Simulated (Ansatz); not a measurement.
Cell of bcc Nb (1 1 1) on zinc-blende CdTe (1 1 1) (film strained to the substrate, started from cuts of the bulks and a machine-learned relaxation; slabs Cd4Te4 and Nb10, which can lie off the formulas), relaxed at this level with a, b, gamma of the cell held:

```xyz
18
Lattice="4.6809 -0.0004 0.0522 -2.3401 4.0550 0.0499 0.2829 -0.7751 23.5876" Properties=species:S:1:pos:R:3 pbc="T T T"
Cd     0.2765     3.1791     0.3533
Cd     3.0572     1.4477     4.4972
Cd     0.6459     0.0435     8.2550
Cd     0.6019     2.6782    12.1028
Te     2.7779     1.7008     1.5939
Te    -1.6419     4.1385     5.4411
Te     0.6359     2.7279     9.2764
Te     2.9309     1.3013    13.4385
Nb     0.5614     2.6234    15.2003
Nb     0.5759    -0.0671    14.2946
Nb     0.5397    -0.1156    17.0780
Nb     2.8894     1.2520    16.2641
Nb     2.8525     1.2031    19.0840
Nb     0.5281     2.5707    18.0734
Nb     0.4910     2.5186    20.9962
Nb     0.5060    -0.1676    19.9277
Nb     0.4582    -0.2056    22.5509
Nb     2.8184     1.1517    21.9109
```

These are PBE (plane waves to 420 eV, PAW; Ansatz, a program for electronic structure) values and carry that method's errors. No spin–orbit coupling; the runs are not spin-polarised. Its k-point mesh 8×8×1, Fermi–Dirac width 0.05 eV.

Task: Give the plane-averaged electrostatic potential energy of an electron along the normal (the smooth PAW potential), about its mean over the cell.

Result: 
```tsv
z (Å)	V (eV)
0.000	0.80
0.442	0.68
0.737	0.15
1.180	3.16
1.622	6.14
1.917	5.05
2.359	5.55
2.802	7.87
3.244	7.71
3.539	6.39
3.981	3.32
4.424	0.35
4.719	-0.76
5.161	2.92
5.603	5.10
5.898	4.24
6.341	6.30
6.783	7.88
7.225	7.02
7.520	5.11
7.963	2.19
8.405	-0.56
8.700	-0.11
9.142	4.51
9.585	4.59
9.880	4.38
10.322	7.17
10.764	7.78
11.059	6.93
11.502	4.17
11.944	2.18
12.387	1.16
12.681	0.58
13.124	3.18
13.566	1.04
13.861	-4.15
14.303	-7.42
14.746	-7.39
15.041	-6.27
15.483	-4.62
15.926	-4.54
16.220	-5.37
16.663	-6.58
17.105	-5.85
17.548	-5.75
17.843	-5.29
18.285	-4.91
18.727	-5.03
19.022	-5.32
19.465	-6.19
19.907	-5.32
20.202	-4.94
20.644	-4.88
21.087	-5.64
21.529	-6.85
21.824	-7.85
22.266	-8.61
22.709	-4.93
23.004	-2.11
23.446	0.55
```
